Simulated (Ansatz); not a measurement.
BeS: response to strain

Base system: BeS in the zinc blende structure (space group F-43m, No. 216; a = 4.8381 Å). Axes: x, y, z lie along the cube axes.

Strains are applied to the cell and any free atomic positions relax; under biaxial strain the out-of-plane vector relaxes too.

Method: DFT with PBEsol, PAW potentials and a 420 eV plane-wave cutoff in Ansatz (an electronic-structure program), no spin-orbit coupling.

Candidates:
(a) biaxial strain −2.08 %, plane normal [111], relaxed out of plane
(b) biaxial strain +0.42 %, plane normal [111], relaxed out of plane
(c) biaxial strain +1.67 %, plane normal [111], relaxed out of plane

For the base:

- Band gap = 2.91 eV

### Question
Order them by band gap, highest first.

### Answer
(b) biaxial strain +0.42 %, plane normal [111], relaxed out of plane (2.89 eV), (c) biaxial strain +1.67 %, plane normal [111], relaxed out of plane (2.85 eV), (a) biaxial strain −2.08 %, plane normal [111], relaxed out of plane (2.72 eV)

Whether these cells are dynamically stable was not tested.
